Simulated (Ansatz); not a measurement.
**PBE against PBEsol: hypothetical P4_2/mnm MgO, electrons 2.0×10^21 cm⁻³**

The reference is MgO (space group P4_2/mnm, No. 136; a = 5.5651 Å, c = 3.2925 Å; a hypothetical phase, not in the database extracts checked).

(Cell as relaxed with PBE.)

Levels (all Ansatz, a first-principles code, PAW): PBE (420 eV, no spin-orbit coupling); PBEsol (420 eV, without spin-orbit coupling).

Each level relaxes its own structure.

```json
[
 {"base": "volume per atom", "PBE": "12.75 Å³", "PBEsol": "12.43 Å³"},
 {"base": "lattice parameter a", "PBE": "5.565 Å", "PBEsol": "5.510 Å"},
 {"base": "band gap", "PBE": "3.38 eV", "PBEsol": "3.36 eV"}
]
```

Perturbation: electrons 2.0×10^21 cm⁻³, on a uniform background at fixed cell.

| quantity | PBE | PBEsol |
|---|---|---|
| gap between the host's bands | 3.29 eV | 3.28 eV |
| gap character | indirect, M–Γ (83 % along) → Γ | indirect, M–Γ (86 % along) → Γ |
| Fermi level relative to the doped band's edge (positive inside the band; to 0.05 eV) | +1.25 eV | +1.25 eV |

The two agree on the gap character and Fermi level from band edge. Neither level is exact; PBEsol is the comparison here, not a measurement.

Charged cell with a jellium background: band edges are those of the host's band count, energies are not comparable with the neutral cell, and many-body gap narrowing is missing. Stability against distortions was not tested.
